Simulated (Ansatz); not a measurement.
Consider interstitial F in orthorhombic CsPbCl3, charge state -1. Level of theory: PBE, PAW (plane waves to 420 eV; Ansatz, a first-principles code).

Cell of 80 host sites held at the relaxed PBE lattice; the Γ point alone; Fermi-Dirac width 0.01 eV, spin-restricted; finite-size errors left in. Static, classical nuclei. Spin-orbit coupling is left out. The charge state is imposed; whether it is stable for some Fermi level was not computed. Sites that were not tried may lie lower.

Barriers: single points on a 2×2×2 k-point mesh shifted by half a step at the bands' geometries (they differ from the bands' own by up to 0.14 eV, and are uncertain by about as much).

The step: several atoms move together, F the farthest. Atoms about the jump, Cartesian Å from the middle of the jump, before and after:

| atom | x0 | y0 | z0 | x1 | y1 | z1 |
|---|---|---|---|---|---|---|
| F1 | 0.00 | -1.80 | 0.00 | 0.00 | 1.80 | 0.00 |
| Pb2 | 2.10 | 2.92 | 2.24 | 1.44 | 2.91 | 1.48 |
| Pb3 | 1.44 | -2.91 | 1.48 | 2.10 | -2.92 | 2.24 |
| Cl4 | 2.19 | -0.12 | 1.89 | 2.19 | 0.12 | 1.89 |
| Cs5 | 1.66 | 0.03 | -1.80 | 1.66 | -0.03 | -1.80 |

**Question.** Give the saddle-point geometry and the barrier.

**Answer.** 
```csv
atom,x,y,z
F1,1.40,0.00,1.18
Pb2,2.23,2.14,2.07
Pb3,2.23,-2.14,2.07
Cl4,3.76,0.00,3.13
Cs5,1.54,0.00,-1.90
```
It lies 0.16 eV above the start and 0.16 eV above the end. The saddle point's order was not checked, and it lies on a symmetry element of the cell, where a band can be held.
